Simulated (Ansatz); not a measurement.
## A computed series for PbTe: point defects

Consider an 8-atom supercell of PbTe in the rock salt structure (space group Fm-3m, No. 225; a = 6.5353 Å) at its relaxed geometry.

One neutral defect a cell, atoms relaxed at fixed cell.

The values are results of Ansatz (an electronic-structure program), r2SCAN, PAW, cutoff 500 eV, scalar-relativistic without spin-orbit coupling, earlier PAW set, not measurements.

```tsv
variant	largest displacement of a host atom from its site in the perfect cell	pressure
perfect supercell	–	0.0 GPa
Li interstitial (started 2.55 Å from the nearest host atom)	0.27 Å	2.3 GPa
Pb on a Te site (antisite), symmetric start	0.00 Å	-0.5 GPa
Fe on a Te site, symmetric start	0.00 Å	-2.2 GPa
Te on a Pb site (antisite)	0.03 Å	-0.4 GPa
I on a Te site	?	?
```

Task: Some entries are withheld; estimate them.

Result: 
- I on a Te site, largest displacement of a host atom from its site in the perfect cell: 0.41 Å
- I on a Te site, pressure: 1.1 GPa

The magnetic state is the one reached from the starting moments; the real material's order can differ, and small cells can't hold many antiferromagnetic ones. The cell is small, so the values are those of an ordered compound at a high defect concentration; dilute-limit values will differ. A case with no gap was solved on a k-mesh chosen for an insulator, which is coarse for it. Defects with a symmetric start kept the site's symmetry and may sit on a saddle; the others started slightly shaken. Seeded moments were not kept for Li interstitial (started 2.55 Å from the nearest host atom), Pb on a Te site (antisite) and I on a Te site.
